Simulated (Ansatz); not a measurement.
The structure below was relaxed with PBE-D3(BJ) in Ansatz (plane waves to 420 eV, PAW, without spin-orbit coupling), at pressure 30 GPa.

```
CELL_PARAMETERS angstrom
      9.46057     0.00000     0.00000
      0.00000     3.41022     0.00000
      0.00000     0.00000     3.53464
ATOMIC_POSITIONS crystal
  Ge 0.61437 0.75000 0.51912
  Ge 0.88563 0.25000 0.01912
  Ge 0.38563 0.25000 0.48088
  Ge 0.11437 0.75000 0.98088
  S  0.36074 0.75000 0.99546
  S  0.13926 0.25000 0.49546
  S  0.63926 0.25000 0.00454
  S  0.86074 0.75000 0.50454
```

### Question
Find the space group and the Wyckoff positions.

### Answer
Space group Pnma (No. 62); a = 9.4606 Å, b = 3.4102 Å, c = 3.5346 Å, α = β = γ = 90.00°

```
atom  site  symmetry       x       y       z
----  ----  --------  ------  ------  ------
Ge      4c       .m.  0.3856  0.2500  0.4809
S       4c       .m.  0.1393  0.2500  0.4955
```

### Question
Describe the coordination.

### Answer
The crystal has 8 atoms in its conventional cell. Conventional cell: a = 9.4606 Å, b = 3.4102 Å, c = 3.5346 Å, α = β = γ = 90.00°. Ge is surrounded by 5 S at 2.331–2.504 Å and 2 S at 2.931–3.030 Å. S is coordinated by 5 Ge at 2.331–2.504 Å and 2 Ge at 2.931–3.030 Å. (Neighbours: up to the widest gap in distance over summed covalent radii, below 1.35, at either atom.)

The mesh was chosen for an insulator and is coarse for the gapless case. Load acts through the strain it causes; cell and atoms are relaxed under it. Whether these cells are dynamically stable was not tested. No other phases were tried under pressure. The final runs are not spin-polarised. The cell was made from GeS in the GeS type structure (space group Pnma, No. 62; layered, stacked along the Cartesian x axis) by this change: pressure 30 GPa.

Ansatz is a quantum-chemistry and plane-wave program.
